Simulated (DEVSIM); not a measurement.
System: Ni/SiO2/p-Ge capacitor, at 300 K.

```csv
layer (left to right),material,thickness (nm),Na (cm⁻³)
1,SiO2,46.0,-
2,Ge,18000,2.2e14
```

Metal gate on the left, work function 5.1 eV. Fixed charge at the semiconductor interface -1.5e11 cm⁻² (in units of +e); no interface traps.

Constants are typed, rounded textbook-type inputs, not results; the design itself was drawn at random and stands for no fabricated device. Values at 300 K.

```
parameter      SiO2       Ge
-------------  ----  -------
gap (eV)          9    0.664
affinity (eV)   0.9        4
permittivity    3.9       16
Nc (cm⁻³)         -  1.04e19
Nv (cm⁻³)         -     6e18
```

Model (solved in DEVSIM): 1D Poisson equation in equilibrium, Boltzmann statistics, complete ionisation; no quantum confinement or tunnelling. Metal contacts follow the ideal Schottky-Mott rule: no Fermi-level pinning, no interface dipoles.

Q: Give the band bending (positive: bands bend down) and minority sheet density.

A: 
```
Vg (V)  ψs (V)  minority carriers (cm⁻²)
------  ------  ------------------------
0.05    -0.186                     3.4e9
0.2     -0.176                     3.4e9
0.35    -0.164                     3.4e9
0.5     -0.148                     3.4e9
0.65    -0.127                     3.4e9
0.8     -0.094                     3.5e9
0.95    -0.039                     3.5e9
1.1      0.056                     3.9e9
1.25     0.162                    1.3e10
1.4      0.222                    5.3e10
1.55     0.253                    1.1e11
1.7      0.273                    1.7e11
1.85     0.289                    2.3e11
2        0.300                    3.0e11
2.15     0.310                    3.6e11
2.3      0.318                    4.3e11
2.45     0.326                    5.0e11
```
